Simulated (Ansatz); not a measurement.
Start from Os in the hcp (Mg type) structure (space group P6_3/mmc, No. 194; a = 2.754 Å, c = 4.347 Å; relaxed with 0.1 eV smearing). Axes: x lies along a and z along c of the hexagonal cell.

The values are results of Kohn–Sham DFT with the PBE functional, run in Ansatz (a program for electronic structure) with PAW and 420 eV plane waves, no spin-orbit coupling, not measurements.

Before the change:

* **Pressure**: 0.0 GPa
* **Band gap**: zero

The change: tensile biaxial strain of 1.00 % in the plane normal to [001], as in epitaxy on a mismatched substrate; the out-of-plane cell vector and the atoms relax.

### Question
Predict the new pressure, out-of-plane strain and band gap.

### Answer
The pressure (mean of the normal stresses, compression positive) goes from zero to -5.2 GPa; the out-of-plane strain is -0.54 %; the band gap stays zero.

Whether these cells are dynamically stable was not tested. All final runs are without spin polarisation.
